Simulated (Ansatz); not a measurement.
Density of states of TaN (Fm-3m, 2 atoms in the cell).

```xyz
2
Lattice="0.0000 2.2226 2.2226 2.2226 0.0000 2.2226 2.2226 2.2226 0.0000" Properties=species:S:1:pos:R:3 pbc="T T T"
Ta     2.2226     2.2226     2.2226
N      0.0000     0.0000     0.0000
```

Level of theory: PBE, PAW files (plane waves; Ansatz, a quantum-chemistry and plane-wave program).

SCF settings: kpoints.mp_grid.grid = 9 9 9; hamiltonian.xc = pbe; hamiltonian.pseudopotentials = {kind: paw} (an earlier, softer set of the program's PAW files); scf.occupations.method = cold; scf.occupations.width = 0.0073 Ry. Keys of the DOS step: output.dos.nscf_kmesh.grid = 14 14 14.

The starting cell comes from a database of computed structures (which also holds hypothetical and non-ambient phases and stackings), without a prior relaxation at this level. Its lattice was rescaled by a random factor within 2.5 % of one. Spin-orbit coupling is off. Spin polarisation is off.

Total DOS (both spins), as means of the tabulated values in each energy bin; the zero is the program's Fermi level or highest filled level, and the curve is cut to this window:

```json
[
 {"E (eV)": "-7.88", "states/eV/cell": "0.86"},
 {"E (eV)": "-7.62", "states/eV/cell": "0.64"},
 {"E (eV)": "-7.38", "states/eV/cell": "0.62"},
 {"E (eV)": "-7.12", "states/eV/cell": "1.68"},
 {"E (eV)": "-6.88", "states/eV/cell": "2.97"},
 {"E (eV)": "-6.62", "states/eV/cell": "3.99"},
 {"E (eV)": "-6.38", "states/eV/cell": "2.33"},
 {"E (eV)": "-6.12", "states/eV/cell": "1.61"},
 {"E (eV)": "-5.88", "states/eV/cell": "1.23"},
 {"E (eV)": "-5.62", "states/eV/cell": "1.04"},
 {"E (eV)": "-5.38", "states/eV/cell": "0.84"},
 {"E (eV)": "-5.12", "states/eV/cell": "0.64"},
 {"E (eV)": "-4.88", "states/eV/cell": "0.46"},
 {"E (eV)": "-4.62", "states/eV/cell": "0.21"},
 {"E (eV)": "-4.38", "states/eV/cell": "0.14"},
 {"E (eV)": "-4.12", "states/eV/cell": "0.15"},
 {"E (eV)": "-3.88", "states/eV/cell": "0.14"},
 {"E (eV)": "-3.62", "states/eV/cell": "0.18"},
 {"E (eV)": "-3.38", "states/eV/cell": "0.22"},
 {"E (eV)": "-3.12", "states/eV/cell": "0.26"},
 {"E (eV)": "-2.88", "states/eV/cell": "0.30"},
 {"E (eV)": "-2.62", "states/eV/cell": "0.35"},
 {"E (eV)": "-2.38", "states/eV/cell": "0.40"},
 {"E (eV)": "-2.12", "states/eV/cell": "0.47"},
 {"E (eV)": "-1.88", "states/eV/cell": "0.54"},
 {"E (eV)": "-1.62", "states/eV/cell": "0.58"},
 {"E (eV)": "-1.38", "states/eV/cell": "0.62"},
 {"E (eV)": "-1.12", "states/eV/cell": "0.66"},
 {"E (eV)": "-0.88", "states/eV/cell": "0.70"},
 {"E (eV)": "-0.62", "states/eV/cell": "0.78"},
 {"E (eV)": "-0.38", "states/eV/cell": "0.82"},
 {"E (eV)": "-0.12", "states/eV/cell": "0.84"},
 {"E (eV)": "0.12", "states/eV/cell": "0.79"},
 {"E (eV)": "0.38", "states/eV/cell": "0.88"},
 {"E (eV)": "0.62", "states/eV/cell": "0.97"},
 {"E (eV)": "0.88", "states/eV/cell": "1.08"}
]
```

Around zero the curve holds about 0.8 states/eV/cell.

Keys are those of Ansatz 0.2.
